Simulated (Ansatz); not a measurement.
Consider C in the diamond structure (space group Fd-3m, No. 227; a = 3.5538 Å). Axes: x, y, z lie along the cube axes.

Structures relaxed with plane-wave PAW DFT at the PBEsol level (Ansatz, a program for electronic structure, 420 eV), spin-orbit coupling left out.

Base:

Simulated powder pattern, Mo Kα, λ = 0.71073 Å (kinematic, ideal powder, no thermal factors, no anomalous dispersion; the 8 strongest lines at most, above 2 %, up to 2θ = 40°):

```json
[
 {"2θ (°)": "19.95", "I/Imax (%)": "100", "hkl": "(111)"},
 {"2θ (°)": "32.86", "I/Imax (%)": "44", "hkl": "(220)"},
 {"2θ (°)": "38.74", "I/Imax (%)": "25", "hkl": "(311)"}
]
```

Modification: the cell is compressed by 3.00 % along z with no lateral relaxation; the atoms relax in the strained cell.

After the change:

Simulated powder pattern, Mo Kα, λ = 0.71073 Å (kinematic, ideal powder, no thermal factors, no anomalous dispersion; the 8 strongest lines at most, above 2 %, up to 2θ = 40°):

| 2θ (°) | I/Imax (%) | hkl |
|---|---|---|
| 20.16 | 100 | (111) |
| 32.86 | 15 | (220) |
| 33.39 | 29 | (202) |
| 38.85 | 17 | (311) |
| 39.76 | 7.8 | (113) |

The indices refer to the base's conventional cell; one index is shown for lines that coincide. The space group is now I4_1/amd (No. 141).

Whether these cells are dynamically stable was not tested.
